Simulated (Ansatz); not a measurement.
The parent structure is MgO in the rock salt structure (space group Fm-3m, No. 225; a = 4.214 Å). Axes: x, y, z lie along the cube axes.

Method: Ansatz (a program for electronic structure), PBEsol, PAW, cutoff 420 eV, spin-orbit coupling left out.

Base values:

| Item | Result |
|---|---|
| Valence-band top at Γ | 0.00, 0.00, 0.00 eV |

The change: compressive biaxial strain of 0.50 % in the plane normal to [001], as in epitaxy on a mismatched substrate; the out-of-plane cell vector and the atoms relax.

Problem. Predict the new hole mass, valence-band top at Γ, out-of-plane strain and in-plane stress.

Solution. The hole mass comes out as 0.38 mₑ out of plane, 2.1 mₑ in plane (at Γ); the valence-band top at Γ (three highest levels, from the VBM) changes from 0.00, 0.00, 0.00 eV to 0.00, -0.02, -0.02 eV; the out-of-plane strain comes out as +0.31 %; the mean in-plane stress (compression positive) comes out as +1.7 GPa.

The levels and masses belong to the bands next to the band gap. Masses are band curvatures over ±0.01 Å⁻¹ around the edge. Stability against distortions was not tested.
